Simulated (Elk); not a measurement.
Band structure of YbIn₅Rh (P4/mmm, 7 atoms in the cell).

```
YbIn5Rh
1.0
    4.68710     0.00000     0.00000
    0.00000     4.68710     0.00000
    0.00000     0.00000     7.55496
Yb In Rh
1 5 1
Direct
  0.00000   0.00000   0.00000
  0.50000   0.50000   0.00000
  0.50000   0.00000   0.30001
  0.50000   0.00000   0.69999
  0.00000   0.50000   0.30001
  0.00000   0.50000   0.69999
  0.00000   0.00000   0.50000
```

Method of the run: LDA (PW92), all-electron FP-LAPW, Elk's shipped species files, APW+lo basis with extra local orbitals in Elk.

Settings: rgkmax = 7.5; stype = 0; swidth = 0.00367493 Ha; ngridk = 5 5 3; gmaxvr = 18 1/bohr; lmaxapw = 10; lmaxo = 8; nxlo = 2; lorbcnd = true; lradstp = 2; nrmtscf = 2; rmtscf = 0.95; lmaxi = 4; maxscl = 100.

The starting cell comes from a database of computed structures (which also holds hypothetical and non-ambient phases and stackings), without a prior relaxation at this level. Spin-orbit coupling is off. Spin polarisation is off. Values depend on the basis (sphere radii, cutoffs, local orbitals), which need not be converged.

Levels in eV from the Fermi level, bands 65 to 72:
```csv
point,65,66,67,68,69,70,71,72
Γ,-0.43,-0.43,-0.22,1.09,1.09,1.19,1.63,1.98
X,-0.48,-0.47,-0.47,0.74,1.01,1.91,1.96,2.29
M,-0.54,-0.51,-0.48,-0.48,-0.46,-0.45,0.40,1.68
Z,-0.47,-0.47,-0.35,0.24,0.24,0.28,1.81,3.19
R,-0.50,-0.47,-0.47,0.07,0.22,0.63,1.39,1.68
A,-0.49,-0.49,-0.46,-0.45,-0.36,-0.36,0.87,2.38
```

Bands cross the Fermi level along this path, so the cell is metallic at this level.
